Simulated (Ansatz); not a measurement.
Cubic perovskite CsHgCl3, treated with HSE06 (Ansatz, a quantum-chemistry and plane-wave program, plane waves, PAW).

Settings: plane-wave cutoff 460 eV, 6×6×6 k mesh, Fermi–Dirac smearing 0.05 eV, scalar-relativistic PAW data made under PBE.

The cell is scaled about its equilibrium volume:

```csv
V (Å³/atom),P (GPa),direct gap at Γ (eV),smallest gap on the k mesh (eV)
28.929,1.92,2.090,0.498
29.690,0.91,1.985,0.507
30.451,0.05,1.885,0.512
30.814,-0.32,1.838,0.513
31.212,-0.70,1.788,0.514
31.974,-1.34,1.696,0.513
```

The fundamental gap (0.51 eV at the equilibrium volume, on the SCF mesh) lies elsewhere than Γ–Γ.

Note: the relaxation could not lower the start's symmetry, so the cell can be a saddle point above a distorted one; the volume lies 5 % below that of the published cell.

Spin–orbit coupling is not included.
